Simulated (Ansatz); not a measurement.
Results of LDA in Ansatz (PAW) for Ca₃SbN (Pm-3m, No. 221, 5 atoms in the cell; start mp-1013548).

Run with plane-wave cutoff 520 eV, 8×8×8 k mesh, Fermi–Dirac smearing 0.01 eV, scalar-relativistic PAW data made under PBE.

Cell (relaxed with PBEsol):

```cif
data_Ca3NSb
_chemical_formula_sum 'Ca3 Sb1 N1'
_space_group_name_H-M_alt 'P 1'
_space_group_IT_number 1
_cell_length_a 4.80296
_cell_length_b 4.80296
_cell_length_c 4.80296
_cell_angle_alpha 90.000
_cell_angle_beta 90.000
_cell_angle_gamma 90.000
loop_
_space_group_symop_operation_xyz
  'x, y, z'
loop_
_atom_site_label
_atom_site_type_symbol
_atom_site_fract_x
_atom_site_fract_y
_atom_site_fract_z
_atom_site_occupancy
Ca1 Ca 0.00000 0.50000 0.50000 1
Ca2 Ca 0.50000 0.00000 0.50000 1
Ca3 Ca 0.50000 0.50000 0.00000 1
Sb1 Sb 0.00000 0.00000 0.00000 1
N1 N 0.50000 0.50000 0.50000 1
```

**Question.** Give the computed band gap.

**Answer.** 
* **band gap**: 0.32 eV

Note: cell and atoms aren't relaxed at this level (pressure -2.5 GPa).

Spin–orbit coupling is not included.

Static lattice: no zero-point or thermal effects.

Computing time: very roughly 15 core-seconds.

A start named mp-… is a Materials Project structure, which need not be a measured phase.

Ansatz is an electronic-structure program.
